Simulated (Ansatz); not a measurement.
## SnSb2Te4: pressure series

Take SnSb₂Te₄ (space group R-3m, No. 166; a = 4.3257 Å, c = 40.7621 Å (hexagonal axes)) as the base.

Cell and atoms are relaxed at each pressure.

Computed with PBE-D3(BJ), PAW, 420 eV (Ansatz, a program for electronic structure; no SOC).

```json
[
 {"change": "base", "c/a ratio": "9.423", "volume per atom": "31.45 Å³"},
 {"change": "pressure 3 GPa", "c/a ratio": "9.398", "volume per atom": "29.64 Å³"},
 {"change": "pressure 7 GPa", "c/a ratio": "9.541", "volume per atom": "27.91 Å³"},
 {"change": "pressure 15 GPa", "c/a ratio": "10.795", "volume per atom": "24.99 Å³"},
 {"change": "pressure 30 GPa", "c/a ratio": "16.492", "volume per atom": "20.57 Å³"}
]
```

A case with no gap was solved on a k-mesh chosen for an insulator, which is coarse for it. From pressure 30 GPa on, the axis ratios lie over 15 % from the base's, so the cell there is far from its starting form. Load acts through the strain it causes; cell and atoms are relaxed under it. No phonon test of stability was made. Competing high-pressure phases were not computed. The final runs are not spin-polarised. The D3 term's C6 switches between coordination references near this geometry, which can add small steps to energies.
